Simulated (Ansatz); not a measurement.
Structures of equal composition on the (110) surface of bcc Nb: a layer of W in place of the second plane; a layer of W in place of the third plane. The slabs share one bottom face, and each structure is named by its start. These are constructed structures in small cells; real faces may alloy, dewet or reconstruct in larger ones, and not all known structures of the face are among them. Slabs of about 12 Å with all that they carry, Fermi-Dirac smearing of 0.1 eV. Bottom of the slabs: a bare face, its two planes held. Relaxed from the named starts with such symmetry as they have, on meshes of like density; energies extrapolated to zero smearing; no spin-orbit coupling, no U. Spin-polarised runs, if any, are marked in brackets, and their order is one that fits the cell; the others ran without spin.

Method: PBE (plane waves to 420 eV, PAW; Ansatz, a quantum-chemistry and plane-wave program).

**Question.** Rank these by energy per 1x1 cell (lowest first), as PBE gives it.

**Answer.** a layer of W in place of the third plane (0.000 eV), a layer of W in place of the second plane (0.058 eV)
